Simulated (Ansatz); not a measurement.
## Effect of Zn on a Ti site, symmetric start on TiN

The parent structure is a 24-atom supercell of TiN in the rock salt structure (space group Fm-3m, No. 225; a = 4.2040 Å) at its relaxed geometry.

One thing is altered: a neutral Zn on a Ti site, symmetric start, atoms relaxed at fixed cell.

Computed with DFT with PBEsol, PAW potentials and a 420 eV plane-wave cutoff in Ansatz (an electronic-structure program), spin-orbit coupling left out. Settings: 7×5×7 k-points, 0.05 eV Fermi–Dirac smearing.

The pressure goes from zero to 1.3 GPa and the energy gained by relaxation comes out as 0.11 eV. The largest displacement of a host atom from its site in the perfect cell amounts to 0.07 Å and the mean distance from the defect site to its nearest host atoms grows by 0.07 bohr (3.97 bohr → 4.04 bohr).

Cost of the whole job for the changed cell (relaxation, final SCF and bands): roughly 4 core-minutes.

In so small a cell the defect repeats every few ångströms: this is an ordered compound, not a dilute defect. The defect started on the symmetric site and kept its symmetry, so it may sit on a saddle. The final runs are not spin-polarised. An odd electron count without spin: TiN. The defect cell is not spin-polarised.
